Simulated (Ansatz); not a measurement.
Amorphous Al$_{28}$O$_{45}$Mo, 74 atoms at 3.18 g/cm³, one PBE-relaxed geometry, zone centre. Methods: PBE, scalar-relativistic without spin-orbit coupling (Ansatz, an electronic-structure program); r2SCAN, scalar-relativistic without spin-orbit coupling (Ansatz); HSE06, scalar-relativistic without spin-orbit coupling (Ansatz). Plane waves to 420 eV (r2SCAN 500 eV); exact exchange is cut at the cell's faces. At PBE the levels at both edges of the gap are localised (band-tail or defect states), and the nearest spread-out levels lie 4.3 eV apart at the zone centre. The higher rungs were started with moments on some atoms, which died out.

It comes from a melt-quench run on a machine-learned potential (CHGNet), relaxed afterwards by DFT. O atoms were pushed apart under 1.9 Å during the dynamics, to hinder bonds among them. The hot cell started wider than the set density and was brought back towards it in steps. It is the lowest in DFT energy of 2 quenches. It is a model cell: composition and starting density were chosen by hand, and all elements were melted together. No dispersion term was used. Its density started from a set value of 3.18 and ended at 3.18 g/cm³. The quench (nominally 280 K/ps over its main leg) was far faster than any real one, so the model tends to hold more defects than a real film. Values belong to this one cell and scatter from quench to quench. The volume was held where the preparation left it and the shape relaxed, at a PBE pressure of 2.5 GPa. Stress components on the final sampling reach 2.7 GPa.

The relaxation ran on the zone centre alone. At PBE the gap between localised states is 1.72 eV on a 2×2×2 Γ-centred mesh, and the spacing at the zone centre alone 1.75 eV.

What zone-centre spacing does r2SCAN give, roughly?

2.00 eV (+0.25 eV against PBE).

What zone-centre spacing does HSE06 give, roughly?

3.15 eV (+1.40 eV against PBE).

The highest filled and the lowest empty state spread over these numbers of atoms (participation numbers): PBE: 2.2 and 2.7; r2SCAN: 2.1 and 2.6; HSE06: 2.1 and 2.5.
